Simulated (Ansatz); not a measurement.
## HfS₂ (model structure, started from the fluorite type, Fm-3m, No. 225, 3 atoms in the cell)

Computed with PBEsol in Ansatz (PAW).

Numerical settings: plane-wave cutoff 500 eV, 12×12×12 k mesh, Fermi–Dirac smearing 0.05 eV, scalar-relativistic PAW data made under PBE.

Cell (relaxed at this level):

Space group Fm-3m (No. 225); a = b = c = 6.157 Å, α = β = γ = 90.00°

| atom | site | symmetry | x | y | z |
|---|---|---|---|---|---|
| Hf | 4a | m-3m | 0.0000 | 0.0000 | 0.0000 |
| S | 8c | -43m | 0.2500 | 0.2500 | 0.2500 |
(The calculation used a cell of 3 atoms; values per cell refer to that cell.)

- band gap = zero (no gap)

Note: the relaxation could raise the start's symmetry but not lower it, so the cell can be a saddle point.

Spin–orbit coupling is not included.

Static lattice: no zero-point or thermal effects.

Computing time: roughly 20 core-seconds.

A model structure was made by putting elements into a prototype or built by hand; it is no filed structure, need not be a known phase, and can be a saddle point held by its symmetry.

Ansatz is a program for electronic structure.
